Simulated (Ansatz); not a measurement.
Start from SnTe in the rock salt structure (space group Fm-3m, No. 225).

```yaml
crystal:
  lattice:
    - [0.00000, 3.11741, 3.11741]
    - [3.11741, 0.00000, 3.11741]
    - [3.11741, 3.11741, 0.00000]
  atoms:
    - { symbol: Sn, position: [0.00000, 0.00000, 0.00000] }
    - { symbol: Te, position: [0.50000, 0.50000, 0.50000] }
```

Cartesian axes are those of the cell as printed.

Computed with LDA/PAW in Ansatz (a program for electronic structure), no spin-orbit coupling.

The change: every lattice vector is stretched by 0.50 %; the atoms relax in the strained cell.

### Question
Predict the stress tensor and what it implies for the stiffness.

### Answer
Stress of the strained cell less that of the base (GPa, compression positive):
```
  -0.73    0.00    0.00
   0.00   -0.73    0.00
   0.00    0.00   -0.73
```

Then B = −ΔP/(ΔV/V₀) with ΔV/V₀ = 0.0151 gives secant stiffness values (nonlinear terms included at this strain): B ≈ 48 GPa.

Stability against distortions was not tested.
